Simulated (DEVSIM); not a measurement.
Structure: abrupt GaAs p-n junction, at 400 K.

| layer (left to right) | material | thickness (μm) | Nd (cm⁻³) | Na (cm⁻³) | τn (s) | τp (s) |
|---|---|---|---|---|---|---|
| 1 | GaAs | 2.00 | - | 1.2e16 | 1.1e-9 | 1.1e-9 |
| 2 | GaAs | 0.370 | 1.1e14 | - | 1.1e-9 | 1.1e-9 |

Left contact: ohmic. Right contact: ohmic. Voltage is applied to the left contact. Recombination: SRH at mid-gap, radiative. Mobility is μmin + (μ − μmin)/(1 + (N/Nref)^α).

This is a model device: material constants are rounded textbook-type values typed into the input, and sizes, dopings and lifetimes were drawn at random. Values at 300 K; Nc and Nv go as T^1.5, mobilities as T to minus their exponent, the gap by Varshni's rule with the affinity fixed.

```
parameter             GaAs
----------------  --------
gap (eV)             1.424
affinity (eV)         4.07
permittivity          12.9
Nc (cm⁻³)           4.7e17
Nv (cm⁻³)             9e18
μn (cm²/Vs)           8500
μp (cm²/Vs)            400
μn,min                 500
μp,min                  20
Nref,n                6e16
Nref,p              1.5e17
αn                    0.39
αp                    0.38
T exponent of μn       2.1
T exponent of μp       2.2
B (cm³/s)            2e-10
Varshni α (eV/K)  0.000541
Varshni β (K)          204
```

Model (solved in DEVSIM): 1D drift-diffusion, Boltzmann statistics, complete ionisation; no tunnelling, impact ionisation, image-force lowering or self-heating.

The temperature was swept, all else fixed.

```csv
temperature (K),largest field in the device at zero bias (V/cm),dark forward voltage at 100 A/cm² (V),dark forward voltage at 1 A/cm² (V),potential step across the device at zero bias (V)
250,25000,1.126,0.957,1.135
300,23000,1.038,0.829,1.037
350,21000,0.951,0.699,0.935
400,19000,0.865,0.567,0.831
450,17000,0.779,0.434,0.725
500,15000,0.693,0.300,0.617
```

From the first row to the last the largest field in the device at zero bias goes from 25000 to 15000. From the first row to the last the dark forward voltage at 100 A/cm² goes from 1.126 to 0.693.
